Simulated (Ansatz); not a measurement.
Hypothetical Fm-3m MoTe2, response to strain

Start from MoTe₂ (space group Fm-3m, No. 225; a = 6.5653 Å; a hypothetical phase, not in the database extracts checked; relaxed with 0.1 eV smearing). Axes: x, y, z lie along the cube axes.

Strains are applied to the cell and any free atomic positions relax; under biaxial strain the out-of-plane vector relaxes too.

Method: PBEsol in Ansatz (plane waves to 420 eV, PAW, without spin-orbit coupling), earlier PAW set.

Notes on the quantities. pressure: mean of the normal stresses, compression positive.

| case | space group | pressure | volume per atom |
|---|---|---|---|
| base | Fm-3m (No. 225) | 0.0 GPa | 23.58 Å³ |
| biaxial strain −2.48 %, plane normal [001], relaxed out of plane | I4/mmm (No. 139) | 2.3 GPa | 23.06 Å³ |
| isotropic strain −0.69 % | Fm-3m (No. 225) | 2.2 GPa | 23.10 Å³ |
| isotropic strain +2.65 % | Fm-3m (No. 225) | -6.6 GPa | 25.51 Å³ |
| uniaxial strain ε_yy = −0.95 % | I4/mmm (No. 139) | 1.0 GPa | 23.36 Å³ |
| uniaxial strain ε_zz = −3.77 % | I4/mmm (No. 139) | 4.2 GPa | 22.69 Å³ |

Stability against distortions was not tested. All final runs are without spin polarisation. MoTe2 has a high density of states at the Fermi level and may be magnetic at this level.

Ansatz is an electronic-structure program.
